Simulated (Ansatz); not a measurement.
The parent structure is TiC in the rock salt structure (space group Fm-3m, No. 225; relaxed with 0.1 eV smearing).

```
CELL_PARAMETERS angstrom
      0.00000     2.14668     2.14668
      2.14668     0.00000     2.14668
      2.14668     2.14668     0.00000
ATOMIC_POSITIONS crystal
  Ti 0.00000 0.00000 0.00000
  C  0.50000 0.50000 0.50000
```

Cartesian axes are those of the cell as printed.

Method: PBEsol in Ansatz (plane waves to 420 eV, PAW, no spin-orbit coupling).

Strains are applied to the cell and any free atomic positions relax; under biaxial strain the out-of-plane vector relaxes too.

One change was made to it. Results:

```csv
quantity,base,after
energy relative to the base (free energy F),0 meV/atom,+23 meV/atom
shortest interatomic distance,2.147 Å,2.122 Å
"pressure (mean of the normal stresses, compression positive)",0.0 GPa,10.2 GPa
```

Which change produced these results?
A. biaxial strain −2.50 %, plane normal [111], relaxed out of plane
B. biaxial strain +0.83 %, plane normal [111], relaxed out of plane
C. biaxial strain −0.83 %, plane normal [111], relaxed out of plane
D. biaxial strain −0.42 %, plane normal [111], relaxed out of plane
E. biaxial strain −1.67 %, plane normal [111], relaxed out of plane

A, biaxial strain −2.50 %, plane normal [111], relaxed out of plane. For comparison, the energy relative to the base in the other runs: biaxial strain −0.83 %, plane normal [111], relaxed out of plane gives +2.4 meV/atom; biaxial strain +0.83 %, plane normal [111], relaxed out of plane gives +2.3 meV/atom; biaxial strain −0.42 %, plane normal [111], relaxed out of plane gives +0.6 meV/atom; biaxial strain −1.67 %, plane normal [111], relaxed out of plane gives +10 meV/atom.

Whether these cells are dynamically stable was not tested. The final runs are not spin-polarised.

Ansatz is a quantum-chemistry and plane-wave program.
